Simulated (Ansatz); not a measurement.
Take Rh in the fcc (Cu type) structure (space group Fm-3m, No. 225; a = 3.782 Å; relaxed with 0.1 eV smearing) as the base. Axes: x, y, z lie along the cube axes.

All numbers come from PBEsol/PAW in Ansatz (an electronic-structure program), spin-orbit coupling left out, earlier PAW set.

For the base:

```
Quantity   Result
--------  -------
Pressure  0.0 GPa
```

It is then changed as follows: the symmetric strain tensor [-0.0063 -0.0055 0.0207; -0.0055 -0.0170 0.0052; 0.0207 0.0052 0.0054]; the atoms relax in the strained cell.

Q: What does the calculation give for the pressure and energy relative to the base after the change?

A: The pressure (mean of the normal stresses, compression positive) goes from zero to 6.4 GPa; the energy goes up by 24 meV/atom.

Whether these cells are dynamically stable was not tested. The final runs are not spin-polarised.
